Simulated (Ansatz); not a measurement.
Si under load (space group Fd-3m): band-edge transport data

Given:

```xyz
2
Lattice="0.0000 2.6326 2.6326 2.6326 0.0000 2.6326 2.6326 2.6326 0.0000" Properties=species:S:1:pos:R:3 pbc="T T T"
Si     0.0000     0.0000     0.0000
Si     1.3163     1.3163     1.3163
```

Method: PBE with spin-orbit coupling, rigid bands (plane waves, PAW; Ansatz, a quantum-chemistry and plane-wave program). Condition of this run: hydrostatic pressure of 10.8 GPa (compression positive) (the target of the relaxation). How the cell was made: cell and atoms relaxed with PBEsol, then loaded as said.

```json
{
 "band_gap": "0.37 eV",
 "electron conductivity mass (300 K, dilute)": "0.28 mₑ",
 "hole conductivity mass (300 K, dilute)": "0.36 mₑ",
 "effective density of states N_c (300 K)": "3.0e19 cm⁻³",
 "effective density of states N_v (300 K)": "2.2e19 cm⁻³",
 "density_of_states_mass_electrons": "1.13 mₑ",
 "density_of_states_mass_holes": "0.92 mₑ",
 "Seebeck coefficient, n-type 1e19 cm⁻³, 300 K": "-308 μV/K",
 "Seebeck coefficient, p-type 1e19 cm⁻³, 300 K": "319 μV/K",
 "best p-type power factor at 300 K for τ = 10 fs (best axis; densities from 1e16 to 1e21 cm⁻³ tried, whether or not they can be reached)": "16.5 μW/(cm·K²) at 1e20 cm⁻³"
}
```

Rigid bands; masses and Seebeck coefficients take one relaxation time τ for all states and one kind of carrier; polarons and phonon drag are left out. Geometry: cell and atoms relaxed with PBEsol.
